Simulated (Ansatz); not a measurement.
# Ir: energy against strain

Ir (fcc, Fm-3m, 14.211 Å³/atom at rest) under an equal strain ε in the (001) plane with the normal axis free, as in a coherent film. r2SCAN in Ansatz, a plane-wave DFT program (PAW, default set), 500 eV, 29×29×29 Γ-centred mesh, Fermi-Dirac smearing 0.10 eV; ions are relaxed within the symmetry of each cell.

Here s stands for strain and y for E less E0.

| strain (%) | E less E0 (meV/atom) |
|---|---|
| -1.50 | 13.91 |
| -1.00 | 5.98 |
| -0.50 | 1.40 |
| 0.00 | 0.00 |
| 0.50 | 1.66 |
| 1.00 | 6.23 |
| 1.50 | 13.57 |
| 3.00 | ? |

Taking a parabola for y over the 7 complete rows: Least squares gives y = 0.001 - 0.0186·s + 6.1057·s². Residuals (row less fit): 0.143, -0.145, -0.137, -0.001, 0.142, 0.142, -0.141; standard error 0.174 (degrees of freedom: 4). Twice the quadratic coefficient over the volume, 2 × 6.1057 meV × 10⁴ × 0.1602 / 14.211 Å³, is twice the biaxial elastic modulus of this plane = 1377 ± 17 GPa.

Question: Estimate the missing y (s = 3.00); what did the run itself give?

Answer: y = 0.001 - 0.0186 × 3.0 + 6.1057 × 3.0² = 54.896 meV/atom. The calculation gives 50.81 meV/atom, 4.086 meV/atom below the prediction (8.0 % of the range of y in the table). The row lies outside the fitted rows, so this is an extrapolation. From the scatter of the fitted rows alone, a prediction at this place has a standard error of 0.664 meV/atom, so the miss is 6.2 times that.

One order more, fitted to all 13 runs of the series, follows each within 0.04, so the miss is the next term of a smooth law. In a metal these values are sensitive to mesh and smearing; energies are taken to zero smearing, stresses follow the free energy. Rows are the converged runs of the series near zero and its far end; series whose fitted rows scatter by over a few per cent of the range, as at a crossing or softening among them, aren't shown in this form. Most that stay on the fit to the last digits aren't either.
